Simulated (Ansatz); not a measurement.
# What isotropic strain −1.37 % does to HfO2

Start from HfO₂ in the fluorite structure (space group Fm-3m, No. 225; a = 5.0589 Å).

Perturbation: the cell is scaled by 0.9863 in all directions; the atoms relax in the strained cell.

All numbers come from r2SCAN/PAW in Ansatz (a first-principles code), spin-orbit coupling left out, earlier PAW set. k-mesh 11×11×11 (Γ-centred); smearing 0.05 eV (Fermi–Dirac).

* **Volume per atom**: 10.35 Å³ (base 10.79 Å³)
* **Space group**: Fm-3m (No. 225) (base Fm-3m (No. 225))
* **Energy relative to the base (free energy F)**: +16 meV/atom
* **Pressure**: 12.22 GPa (base 0.00 GPa)
* **Band gap**: 4.41 eV (base 4.30 eV)
* **Gap character**: direct at X (base direct at X)
* **Mean gap deformation potential ΔEg/Δln V**: -2.7 eV
* **Width of the top valence band**: 1.95 eV (base 1.90 eV)
* **Electron mass**: 1.1 mₑ along k, 0.74 mₑ across (at X) (base 1.0 mₑ along k, 0.75 mₑ across (at X))
* **Hole mass**: 0.28 mₑ along k, 2.8 mₑ across (at X) (base 0.28 mₑ along k, 2.9 mₑ across (at X))

Final structure:

```
HfO2
1.0
    0.00000     2.49479     2.49479
    2.49479     0.00000     2.49479
    2.49479     2.49479     0.00000
Hf O
1 2
Direct
  0.00000   0.00000   0.00000
  0.25000   0.25000   0.25000
  0.75000   0.75000   0.75000
```

Spin-orbit coupling, missing from the scalar runs, can matter with Hf. Effective masses come from finite differences of ±0.01 Å⁻¹. Along k means along the line from Γ to the band edge. No phonon test of stability was made. This is not the structure that HfO2 has at room temperature and ambient pressure.
